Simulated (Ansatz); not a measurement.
ZrB$_{2}$ (P6/mmm), Ansatz (a first-principles code) with PBE, DFPT electron-phonon coupling, linearised Boltzmann equation: Condition of this run: functional PBE, cell relaxed with it. phonon-limited resistivity 4.77 μΩ·cm at 300 K along y (a = (3.17, 0.00, 0.00) Å; b = (-1.59, 2.75, 0.00) Å; c = (0.00, 0.00, 3.54) Å), 7.38 μΩ·cm at 400 K.

What temperature coefficient of resistance follows, and how does it compare with 1/T?

(ρ₄₀₀ − ρ₃₀₀)/(100 K × ρ₃₀₀) = 5.47×10⁻³ K⁻¹, against 1/T = 3.33×10⁻³ K⁻¹ for a resistivity proportional to T. It lies higher because phonons are still being populated at 300 K; impurities would add a constant and lower it.

What is the classical skin depth at 1 GHz (nonmagnetic, μ₀ = 1.257×10⁻⁶ H/m)?

δ = √(ρ/(π f μ₀)) = 3480 nm.

Estimate the electronic thermal conductivity at 300 K by the Wiedemann-Franz law (L₀ = 2.44×10⁻⁸ W·Ω/K²).

L₀T/ρ = 2.44×10⁻⁸ × 300/(4.77×10⁻⁸) = 153 W/(m·K). Inelastic scattering puts the true Lorenz number somewhat under L₀ near and below the Debye temperature.

A metal at this level (no band gap). Only scattering by harmonic phonons is included (no impurities, grain boundaries, electron-electron scattering or thermal expansion). Spin-orbit coupling is left out. Halving the electron mesh (32x32x24) moves the resistivity by up to 1 % at 300 K. Smearing 0.20 eV; phonons on a 5x5x4 q mesh, which this run doesn't test.
